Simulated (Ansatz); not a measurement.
Cell and atoms of amorphous silicon oxide (Si24O47):

```xyz
71
Lattice="10.2451 0.0000 0.0000 0.0000 10.2451 0.0000 0.0000 0.0000 10.2451" Properties=species:S:1:pos:R:3 pbc="T T T"
Si     3.7346     8.4991    10.1397
Si     2.4497     9.8028     4.7512
Si     2.3454     4.5893     8.3425
Si     3.9540     6.0452     6.2945
Si     7.2754     9.3481     2.9799
Si     0.3206     1.8895     1.2881
Si     3.3175     5.5261     0.8191
Si     9.9157     3.3522     8.7807
Si     0.6915     9.2357     0.2361
Si     9.0882     1.6249     6.3549
Si     7.9228     5.8240     9.1663
Si     8.3494     6.3758     6.1060
Si     4.7298     3.2840     7.1005
Si     4.4143     8.9785     7.0442
Si     6.0812     4.7008     1.1206
Si     2.6615     2.1447     3.2520
Si     7.0944     6.5480     3.3731
Si     8.8224     7.6899     1.2612
Si     9.8007     4.1229     4.7176
Si     9.6631     9.1744     5.1374
Si     6.0280     1.3593     6.6218
Si     2.4942     5.0115     3.7576
Si     7.9502     2.8149     2.6552
Si     4.4686    10.1702     2.4950
O      0.8712     0.3827     1.0664
O      6.0577     0.1990     2.9071
O      9.8898     2.5991     5.3130
O      9.0774     1.8529     1.9477
O      8.5654     9.6154     3.9762
O      2.7682     5.8815     7.4262
O      3.5684     9.3400     3.6169
O      9.6899     0.1144     6.2669
O      8.8584     4.5057     9.1799
O      9.2364     2.1820     7.8757
O      4.4245     9.4268     1.0451
O      9.3177     5.0788     5.9492
O      3.2357     3.5581     3.8161
O      6.1174     5.6096     2.4903
O      8.5667     7.0429    10.0363
O      3.2787     5.9867     4.8098
O      8.5157     6.6920     2.5310
O      2.1464     8.7568     9.9752
O      5.9211     2.4361     7.9152
O      6.4393     8.0344     3.4670
O      6.5530     5.4210     9.9655
O      3.8065     1.4084     2.3587
O      2.5625     5.6658     2.2598
O      3.0721     9.5292     6.2568
O      4.4985     4.3923     0.9069
O      0.1527     8.0951     1.3054
O      4.7928     2.1727     5.8439
O      7.8839     9.0300     1.4800
O      2.2832     5.0146     9.9124
O      1.3852     2.5698     2.3133
O      5.6670    10.0201     6.7763
O      0.8813     4.0391     7.9355
O      0.9832     9.0404     4.6163
O      7.2298     6.1210     4.9359
O      9.1636     7.7702     5.8181
O      2.1960     1.1551     4.4741
O      3.9712     6.9466     0.3393
O      0.9446     4.7809     4.2028
O      0.2775     2.6938    10.1314
O      4.3346     8.8600     8.6682
O      3.3953     3.3640     8.0284
O      7.4999     1.5190     5.9574
O      8.7296     4.0459     3.4655
O      7.0217     3.4064     1.4228
O      7.7222     6.3548     7.6235
O      4.7186     7.4731     6.4708
O      5.0085     4.7994     6.5411
```

Method: PBE, scalar-relativistic without spin-orbit coupling (plane waves to 420 eV, PAW; Ansatz, a program for electronic structure). The usual formal charges leave 2 electrons over, so the level spacing at the Fermi energy parts defect or band states and needn't be the band gap. In the spin-polarised cell the level spacing at the Fermi energy can part levels of unlike spin.

Preparation: random packing, a CHGNet melt and quench, and a DFT relaxation. O atoms were pushed apart under 1.9 Å during the dynamics, to hinder bonds among them. The hot cell started wider than the set density and was brought back towards it in steps. It is the lowest in DFT energy of 2 quenches. It is a model cell: composition and starting density were chosen by hand, and all elements were melted together. No dispersion term was used. Its density started from a set value of 2.20 and ended at 2.20 g/cm³. The quench (nominally 480 K/ps over its main leg) was far faster than any real one, so the model tends to hold more defects than a real film. One small periodic cell is one sample of the glass; other quenches scatter about these values. The volume was held where the preparation left it, at a PBE pressure of -0.4 GPa (tension). Stress components on the final sampling reach 2.1 GPa.

Neighbours within Si-Si 2.60 Å, Si-O 1.90 Å, O-O 1.58 Å count as bonded. Two cations that share two anions don't count as bonded, nor two that share one unless they lie closer than Si-Si 2.38 Å.

Question: Give the coordination numbers, mean bond lengths and angles.

Answer: 
- Mean coordination of Si by anions: 3.92 (2 with 3, 22 with 4)
- Mean coordination of O: 2.00 (47 with 2)
- Mean Si-O bond: 1.638 Å (spread 0.015 Å, 94 counted)
- Bond angle at Si: mean 109.4°, spread 4.4°
- Bond angle at O: mean 137.8°, spread 15.0°

Question: Which atoms depart from the most common coordination of their element?

Answer: Si9 has 3 (O42 1.61 Å, O25 1.63 Å, O50 1.65 Å); Si23 has 3 (O28 1.64 Å, O68 1.65 Å, O67 1.67 Å).

Question: List the pairs of like atoms that count as bonded by the rules above.

Answer: There are none by these rules.
